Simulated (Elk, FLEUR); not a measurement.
A FLEUR input for a self-consistent single point of AlN (F-43m, 2 atoms in the cell) (DFT, PBE, all-electron FLAPW (FLEUR), scalar-relativistic valence):

Input of the input generator:

```
AlN FLAPW
&input film=f /
0.0000000000 4.0557302087 4.0557302087
4.0557302087 0.0000000000 4.0557302087
4.0557302087 4.0557302087 0.0000000000
1.0
1.0 1.0 1.0

2
13 0.0000000000 0.0000000000 0.0000000000
7 0.2500000000 0.2500000000 0.2500000000

&comp jspins=1 /
&kpt div1=10 div2=10 div3=10 gamma=t /
&end /
```

```xml
<?xml version="1.0" encoding="UTF-8" standalone="no"?>
<fleurInput fleurInputVersion="0.39">
   <comment>
      AlN FLAPW                                                                                           
   </comment>
   <calculationSetup>
      <cutoffs Kmax="4.5" Gmax="15.8" GmaxXC="15.8" numbands="0"/>
      <scfLoop itmax="80" minDistance="0.00001" maxIterBroyd="15" imix="Anderson" alpha="0.05" precondParam="0.0" spinf="2.0"/>
      <coreElectrons ctail="T" frcor="F" kcrel="0" coretail_lmax="0"/>
      <xcFunctional name="pbe" relativisticCorrections="F"/>
      <magnetism jspins="1"/>
      <soc l_soc="F" theta="0.0" phi="0.0" spav="F"/>
      <expertModes spex="0" secvar="F"/>
      <geometryOptimization l_f="T" forcealpha="1.0" forcemix="BFGS" epsdisp="0.00001" epsforce="0.00001"/>
      <ldaU l_linMix="F" mixParam="0.05" spinf="1.0"/>
   </calculationSetup>
   <cell>
      <bzIntegration valenceElectrons="8.0" mode="hist" fermiSmearingEnergy="0.00036749">
         <kPointListSelection listName="default-1"/>
         <!-- k-points included here -->
         <xi:include xmlns:xi="http://www.w3.org/2001/XInclude" href="kpts.xml"> </xi:include>
      </bzIntegration>
      <!-- symmetry operations included here -->
      <xi:include xmlns:xi="http://www.w3.org/2001/XInclude" href="sym.xml"> </xi:include>
      <bulkLattice scale="1.0">
         <bravaisMatrix>
            <row-1>    0.0000000000000000     4.0557302087000000     4.0557302087000000</row-1>
            <row-2>    4.0557302087000000     0.0000000000000000     4.0557302087000000</row-2>
            <row-3>    4.0557302087000000     4.0557302087000000     0.0000000000000000</row-3>
         </bravaisMatrix>
      </bulkLattice>
   </cell>
   <atomSpecies>
      <species name="Aluminum (Al)" element="Al" atomicNumber="13">
         <mtSphere radius="1.79" gridPoints="619" logIncrement="0.018"/>
         <atomicCutoffs lmax="8" lnonsphr="6"/>
         <electronConfig flipSpins="F">
            <coreConfig>(1s1/2) (2s1/2) (2p1/2) (2p3/2)</coreConfig>
            <valenceConfig>(3s1/2) (3p1/2) (3p3/2)</valenceConfig>
            <stateOccupation state="(3p1/2)" spinUp="0.1666666666667" spinDown="0.1666666666667"/>
            <stateOccupation state="(3p3/2)" spinUp="0.3333333333333" spinDown="0.3333333333333"/>
         </electronConfig>
         <energyParameters s="3" p="3" d="3" f="4"/>
      </species>
      <species name="Nitrogen (N)" element="N" atomicNumber="7">
         <mtSphere radius="1.55" gridPoints="537" logIncrement="0.02"/>
         <atomicCutoffs lmax="6" lnonsphr="4"/>
         <electronConfig flipSpins="F">
            <coreConfig>(1s1/2)</coreConfig>
            <valenceConfig>(2s1/2) (2p1/2) (2p3/2)</valenceConfig>
            <stateOccupation state="(2p1/2)" spinUp="0.5" spinDown="0.5"/>
            <stateOccupation state="(2p3/2)" spinUp="1.0" spinDown="1.0"/>
         </electronConfig>
         <energyParameters s="2" p="2" d="3" f="4"/>
      </species>
   </atomSpecies>
   <atomGroups>
      <atomGroup species="Aluminum (Al)">
         <relPos label="                   1">.0000000000 .0000000000 .0000000000</relPos>
         <force calculate="T" relaxXYZ="TTT"/>
      </atomGroup>
      <atomGroup species="Nitrogen (N)">
         <relPos label="                   2">1.000/4.000 1.000/4.000 1.000/4.000</relPos>
         <force calculate="T" relaxXYZ="TTT"/>
      </atomGroup>
   </atomGroups>
   <output dos="F" band="F" slice="F">
      <checks vchk="F" cdinf="F"/>
      <bandDOS minEnergy="-.5*Htr" maxEnergy="0.5*Htr" sigma="0.015" storeEVData="T"/>
      <vacuumDOS vacdos="F" integ="F" star="F" nstars="0" locx1="0.0" locy1="0.0" locx2="0.0" locy2="0.0" nstm="0" tworkf="0.0"/>
      <unfoldingBand unfoldBand="F" supercellX="1" supercellY="1" supercellZ="1"/>
      <plotting iplot="0" polar="F">
         <plot TwoD="T" vec1="  1.0  0.0  0.0" vec2="  0.0  1.0  0.0" vec3="  0.0  0.0  1.0" zero="  0.0  0.0  0.0" file="plot"/>
      </plotting>
      <chargeDensitySlicing numkpt="0" minEigenval="0.0" maxEigenval="0.0" nnne="0" pallst="F"/>
      <specialOutput eonly="F"/>
      <magneticCircularDichroism mcd="F" energyLo="-10.0" energyUp="0.0"/>
   </output>
  <!-- We include the file relax.xml here to enable relaxations (see documentation) -->
  <xi:include xmlns:xi="http://www.w3.org/2001/XInclude" href="relax.xml"> <xi:fallback/> </xi:include>
</fleurInput>
```

Question: Translate this input to Elk.

Answer: One input that does it (others would too):

```
tasks
  0

xctype
  20

tforce
  .true.

rgkmax
  8.0

gmaxvr
  18.0

lmaxapw
  10

lmaxo
  8

nxlo
  2

lorbcnd
  .true.

lradstp
  2

nrmtscf
  2.0

rmtscf
  0.84

lmaxi
  4

stype
  3

swidth
  0.000367493

avec
    0.0000000000    4.0557302087    4.0557302087
    4.0557302087    0.0000000000    4.0557302087
    4.0557302087    4.0557302087    0.0000000000

atoms
  2   : nspecies
  'Al.in'   : spfname
  1   : natoms; atposl, bfcmt below
  0.0000000000  0.0000000000  0.0000000000    0.0 0.0 0.0
  'N.in'   : spfname
  1   : natoms; atposl, bfcmt below
  0.2500000000  0.2500000000  0.2500000000    0.0 0.0 0.0

ngridk
  10 10 10
```

Basis, cutoffs, solver keys and any potentials are the target program's own. This input uses DFT, PBE, all-electron FP-LAPW, Elk's shipped species files, APW+lo basis with extra local orbitals. Both were run: gap on the mesh 3.360 eV in FLEUR and 3.349 in Elk.

On Elk: the starting cell has typed, rounded lattice constants, without a prior relaxation at this level. For this run, on top of that: lattice scaled by 0.98. Values depend on the basis (sphere radii, cutoffs, local orbitals), which need not be converged.

On FLEUR: the starting cell has typed, rounded lattice constants, without a prior relaxation at this level. For this run, on top of that: lattice scaled by 0.98. Values depend on the basis (sphere radii, cutoffs, local orbitals), which need not be converged.
